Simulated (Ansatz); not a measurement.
composition GaSi15, cell Ga4Si60, held well above this temperature first [in the run: it was liquid; mean temperature 1917 K (target 1840 K); density 2.62 g/cm³; one k-point, which a denser mesh shifts by 0.1 GPa in pressure and 0.10 eV/Å in forces]. The solute's share, one atom in sixteen, is far above doping levels in devices. Bonds are counted up to Ga-Ga 3.58 Å, Ga-Si 3.54 Å, Si-Si 3.38 Å.

Problem. What distribution of Si-Si-Si angles does Ansatz (an electronic-structure program) with PBE give?

Solution. mean 98°, standard deviation 33°.
```tsv
angle (°)	p (1/°)
1.5	0.0000
4.5	0.0000
7.5	0.0000
10.5	0.0000
13.5	0.0000
16.5	0.0000
19.5	0.0000
22.5	0.0000
25.5	0.0000
28.5	0.0000
31.5	0.0000
34.5	0.0000
37.5	0.0001
40.5	0.0014
43.5	0.0047
46.5	0.0081
49.5	0.0100
52.5	0.0108
55.5	0.0106
58.5	0.0099
61.5	0.0092
64.5	0.0089
67.5	0.0088
70.5	0.0088
73.5	0.0091
76.5	0.0089
79.5	0.0094
82.5	0.0095
85.5	0.0098
88.5	0.0098
91.5	0.0101
94.5	0.0102
97.5	0.0099
100.5	0.0100
103.5	0.0097
106.5	0.0095
109.5	0.0093
112.5	0.0090
115.5	0.0088
118.5	0.0085
121.5	0.0078
124.5	0.0076
127.5	0.0075
130.5	0.0070
133.5	0.0067
136.5	0.0066
139.5	0.0062
142.5	0.0057
145.5	0.0055
148.5	0.0050
151.5	0.0047
154.5	0.0041
157.5	0.0039
160.5	0.0032
163.5	0.0028
166.5	0.0022
169.5	0.0018
172.5	0.0013
175.5	0.0008
178.5	0.0003
```
